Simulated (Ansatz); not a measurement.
The starting structures come from a database of crystals and need not be the phases stable at ambient conditions.

## Evanescent states of K3Nb3(BO6)2 (P-62m, not sure to be the ambient phase, 20 atoms a cell, 13.7 Å³ an atom, -7 GPa at this level) along the normal of (100)

All values below come from r2SCAN (plane waves, PAW; Ansatz, a quantum-chemistry and plane-wave program).

The gap is the functional's own. No spin-orbit coupling. Mid-gap values are interpolated on the energy grid.

Energies count from the valence-band top; κ is the least over a 8×4 mesh across the current.

| E (eV) | κ (1/Å) | where |
|---|---|---|
| 0.06 | 0.134 | Γ |
| 0.18 | 0.197 | Γ |
| 0.30 | 0.229 | Γ |
| 0.42 | 0.251 | Γ |
| 0.54 | 0.267 | Γ |
| 0.66 | ? | Γ |
| 0.78 | ? | Γ |
| 0.90 | ? | Γ |
| 1.02 | ? | Γ |
| 1.14 | ? | Γ |
| 1.26 | ? | Γ |
| 1.38 | ? | Γ |
| 1.50 | ? | Γ |
| 1.62 | ? | Γ |
| 1.74 | ? | Γ |
| 1.86 | 0.287 | Γ |
| 1.98 | 0.261 | Γ |
| 2.10 | 0.227 | Γ |
| 2.22 | 0.181 | Γ |
| 2.34 | 0.105 | Γ |

### Question
What belongs in the gaps?

### Answer

- 0.66, κ (1/Å): 0.279
- 0.78, κ (1/Å): 0.289
- 0.90, κ (1/Å): 0.298
- 1.02, κ (1/Å): 0.304
- 1.14, κ (1/Å): 0.310
- 1.26, κ (1/Å): 0.315
- 1.38, κ (1/Å): 0.318
- 1.50, κ (1/Å): 0.321
- 1.62, κ (1/Å): 0.323
- 1.74, κ (1/Å): 0.308
